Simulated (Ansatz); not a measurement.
Start from SnSe$_{2}$ in the CdI2 type structure (space group P-3m1, No. 164; a = 3.840 Å, c = 6.004 Å; layered, stacked along the Cartesian z axis).

(Cell as relaxed with PBE-D3(BJ).)

Levels (all Ansatz, a program for electronic structure, PAW, earlier PAW set): PBE-D3(BJ) (420 eV, scalar-relativistic without spin-orbit coupling); PBEsol-D3(BJ) (420 eV, no spin-orbit coupling).

Each level relaxes its own structure.

```tsv
base	PBE-D3(BJ)	PBEsol-D3(BJ)
volume per atom	25.56 Å³	23.86 Å³
lattice parameter a	3.840 Å	3.794 Å
band gap	0.36 eV	zero
```

The change: every lattice vector is shortened by 2.36 %, atoms relaxed at fixed cell.

| quantity | PBE-D3(BJ) | PBEsol-D3(BJ) |
|---|---|---|
| band gap | 0.20 eV | zero |
| pressure (mean of the normal stresses, compression positive) | 3.5 GPa | 4.2 GPa |
| largest internal atomic displacement | 0.056 Å | 0.059 Å |

They disagree on the band gap; PBE-D3(BJ)'s pressure lies 0.7 GPa below PBEsol-D3(BJ)'s. Neither level is exact; PBEsol-D3(BJ) is the comparison here, not a measurement.

The mesh was chosen for an insulator and is coarse for the gapless case. The cells carry an imposed strain or load. Stability against distortions was not tested. All final runs are without spin polarisation. Gaps under 0.05 eV, about the width of the smearing, are given as zero. A zero or small gap of SnSe2 under isotropic strain −2.36 % and SnSe2 can be the functional's error rather than a property of the material.
